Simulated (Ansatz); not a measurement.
**How far to go with the plane-wave cutoff: NbFeF6 (R3, 8 atoms in the cell)**

```xyz
8
Lattice="2.7416 1.5829 4.7670 -2.7416 1.5829 4.7670 0.0000 -3.1658 4.7670" Properties=species:S:1:pos:R:3 pbc="T T T"
Nb     0.0000     0.0000     7.2005
Fe     0.0000     0.0000     0.0000
F     -0.4783    -1.5491     5.9740
F      0.4783     1.5491     8.3270
F      1.5807     0.3604     5.9740
F     -1.5807    -0.3604     8.3270
F     -1.1024     1.1887     5.9740
F      1.1024    -1.1887     8.3270
```
Moments meant for the start (each program seeds them in its own way; μB, in the order of the atoms Nb Fe F F F F F F): 1.0 4.0 0.0 0.0 0.0 0.0 0.0 0.0.

Computed with PBEsol, default PAW files made with PBE (plane waves; Ansatz, a program for electronic structure).

Base settings: basis.ecutwfc = 420 eV; kpoints.mp_grid.grid = 3 3 3; hamiltonian.xc = pbesol; hamiltonian.pseudopotentials = {kind: paw} (the program's default PAW files); magnetization.spin_polarized = true; scf.occupations.method = gaussian; scf.occupations.width = 0.1 eV.

The second cell is the first with its lattice scaled by 0.98.

The mesh stays at the base's, so the ladder's end is converged at best in this setting alone.

The first pressure column holds Ansatz's estimate of the finite-basis (Pulay) stress, which hides part of the cutoff error; the other is without it.

Only quantities that move along the ladder and can be compared are tabulated.

The magnetic state is not the same in all runs (site moments differ, or a search went on to a lower state), so steps between rows are not convergence errors alone.

The count of work is k-points × plane waves × bands × iterations; it is no time. 

The starting cell comes from a database of computed structures (which also holds hypothetical and non-ambient phases and stackings), without a prior relaxation at this level. Its lattice was rescaled by up to half a per cent. One atom was moved a little off its site on purpose. The magnetic order is the one reached from the typed start; others were not searched systematically. The program warned that a starting moment was not kept. In the base run, with a pressure of about -5 GPa the cell is away from its equilibrium volume at this level. In the base run, forces exceed 1 eV/Å. Without a gap this mesh is coarse (it stands for a supercell whose shortest vector is 16 Å).

| basis.ecutwfc | free energy less the last step's (meV/atom) | energy of the compressed cell less the first (meV/atom) | pressure (GPa) | pressure without the Pulay estimate (GPa) | largest difference of a force vector from the last step's (eV/Å) | count of work / last |
|---|---|---|---|---|---|---|
| 145 eV | 43306.36 | 29.75 | 18.52 | -1101.89 | 1.532 | 0.045 |
| 170 eV | 22116.39 | 127.38 | 16.45 | -676.45 | 1.679 | 0.073 |
| 190 eV | 12902.47 | 370.07 | 2.63 | -455.38 | 1.238 | 0.17 |
| 210 eV | 7494.66 | 134.31 | -9.00 | -303.24 | 0.718 | 0.10 |
| 230 eV | 4352.01 | 47.97 | -9.93 | -200.59 | 0.395 | 0.11 |
| 250 eV | 2491.21 | -8.95 | -9.43 | -130.97 | 0.304 | 0.15 |
| 295 eV | 654.55 | -22.48 | -5.75 | -48.07 | 0.272 | 0.16 |
| 335 eV | 164.54 | -9.23 | -5.15 | -18.93 | 0.038 | 0.18 |
| 380 eV | 30.53 | -14.11 | -5.27 | -8.48 | 0.002 | 0.25 |
| 420 eV | 6.12 | -13.15 | -5.27 | -5.88 | 0.001 | 0.28 |
| 460 eV | 2.48 | -13.15 | -5.26 | -5.34 | 0.001 | 0.31 |
| 505 eV | 2.04 | -13.15 | -5.26 | -5.28 | 0.001 | 0.40 |
| 565 eV | 1.61 | -13.18 | -5.26 | -5.29 | 0.001 | 0.40 |
| 630 eV | 1.29 | -13.20 | -5.27 | -5.28 | 0.000 | 0.50 |
| 735 eV | 1.06 | -13.21 | -5.27 | -5.29 | 0.000 | 0.62 |
| 840 eV | 0.49 | -13.21 | -5.27 | -5.30 | 0.000 | 0.76 |
| 1010 eV | 0.00 | -13.22 | -5.27 | -5.27 | 0.000 | 1.0 |

Coarsest basis.ecutwfc that holds the pressure within 0.1 GPa of the last step, with all finer ones: 380 eV, at 0.25 of the last step's count of work; the step before is off by 0.12 GPa.

Coarsest basis.ecutwfc that holds the free energy within 5 meV/atom of the last step, with all finer ones: 460 eV, at 0.31 of the last step's count of work; the step before is off by 6.1 meV/atom.

Coarsest basis.ecutwfc that holds the pressure without the Pulay estimate within 0.5 GPa of the last step, with all finer ones: 460 eV, at 0.31 of the last step's count of work; the step before is off by 0.61 GPa.

The energy difference between the two cells stays within 1 meV/atom of the last step's from 380 eV on, the total only from 840 eV on: much of the error is common to both cells and cancels.

At the lowest cutoff the pressure without the Pulay estimate lies 1100 GPa under the last step's, the usual sign of Pulay stress in an incomplete plane-wave basis.

Keys are those of Ansatz 0.2.
